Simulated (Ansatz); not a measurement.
Gap of a (5,5) blue phosphorus nanotube at several levels, all on one geometry.

Levels: PBE (plane waves to 420 eV, PAW; Ansatz, an electronic-structure program); r2SCAN (plane waves to 500 eV, PAW; Ansatz); HSE06 in Ansatz. Unmarked values and the geometry are of the first. Mesh 1×1×10. No spin polarisation. It repeats along c; a and b span vacuum. A hypothetical model, rolled from the flat sheet. Symmetry and one short period hold its shape; lower forms weren't sought. HSE06 ran on a 1×1×6 mesh and at PBE's edge points.

```
level   gap (eV)
------  --------
PBE         1.75
r2SCAN      2.01
HSE06        [?]
```

Problem. Complete the blanks.

Solution. 
- HSE06, gap (eV): 2.52
